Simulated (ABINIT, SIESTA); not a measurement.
An ABINIT input for a self-consistent single point of HgS (F-43m, 2 atoms in the cell) (DFT, PBE, plane waves, norm-conserving pseudopotentials (PseudoDojo nc-sr-05 PBE standard)):

```
# HgS, PseudoDojo nc-sr-05 PBE standard
pp_dirpath "./"
pseudos "Hg.upf, S.upf"
acell 3*1.0 Angstrom
rprim
        -0.0000000000    2.9236350000    2.9236350000
         2.9236350000    0.0000000000    2.9236350000
         2.9236350000    2.9236350000    0.0000000000
natom 2
ntypat 2
znucl 80 16
typat 1 2
xred
         0.0000000000    0.0000000000    0.0000000000
         0.2500000000    0.2500000000    0.2500000000
ecut 33
ixc 11
occopt 3
tsmear 0.00183747
nband 18
kptopt 1
ngkpt 13 13 13
nshiftk 1
shiftk 0 0 0
nstep 80
tolvrs 1.0e-10
prtwf 0
prtden 0
enunit 2
```

**Question.** Translate this input to SIESTA.

**Answer.** This is the input that was run; spellings and numerical settings could be chosen otherwise.

```
# files in the folder: Hg.psml S.psml (PseudoDojo PBE standard)
SystemName  HgS
SystemLabel HgS

NumberOfAtoms                2
NumberOfSpecies              2
%block ChemicalSpeciesLabel
  1 80 Hg
  2 16 S
%endblock ChemicalSpeciesLabel
LatticeConstant              1.0 Ang
%block LatticeVectors
     0.000000000    2.923635000    2.923635000
     2.923635000    0.000000000    2.923635000
     2.923635000    2.923635000    0.000000000
%endblock LatticeVectors
AtomicCoordinatesFormat      Bohr
%block AtomicCoordinatesAndAtomicSpecies
     0.000000000    0.000000000    0.000000000  1
     2.762434719    2.762434719    2.762434719  2
%endblock AtomicCoordinatesAndAtomicSpecies

XC.functional                GGA
XC.authors                   PBE
PAO.BasisSize                TZP
PAO.EnergyShift              0.005 Ry
MeshCutoff                   350 Ry
%block kgrid.MonkhorstPack
   13   0   0  0.0
    0  13   0  0.0
    0   0  13  0.0
%endblock kgrid.MonkhorstPack
OccupationFunction           FD
ElectronicTemperature        50.0 meV

MaxSCFIterations             150
SCF.Mixer.Method             Broyden
SCF.Mixer.Weight             0.1
SCF.Mixer.History            6
SCF.DM.Tolerance             1.0E-05
Diag.ParallelOverK           true
WriteForces                  true
Charge.Mulliken              end
```

Basis settings and potentials, where a program has them, do not carry over. This input uses DFT, GGA PBE, numerical atomic orbitals TZP, PseudoDojo PBE standard norm-conserving potentials (rewritten from UPF to PSML). Both were run: pressure 4.31 GPa in ABINIT and 3.34 in SIESTA.

On ABINIT: the starting cell comes from a database of computed structures (which also holds hypothetical and non-ambient phases and stackings), without a prior relaxation at this level. Its lattice was rescaled by a random factor within 2.5 % of one. With a pressure of about 4 GPa the cell is away from its equilibrium volume at this level. The run gives no clean gap (levels at the Fermi energy touch, overlap or are partly filled at this smearing), which alone does not show that the compound is a metal.

On SIESTA: the starting cell comes from a database of computed structures (which also holds hypothetical and non-ambient phases and stackings), without a prior relaxation at this level. Its lattice was rescaled by a random factor within 2.5 % of one. Values carry the incompleteness of an atom-centred basis. With a pressure of about 3 GPa the cell is away from its equilibrium volume at this level. The run gives no clean gap (levels at the Fermi energy touch, overlap or are partly filled at this smearing), which alone does not show that the compound is a metal.
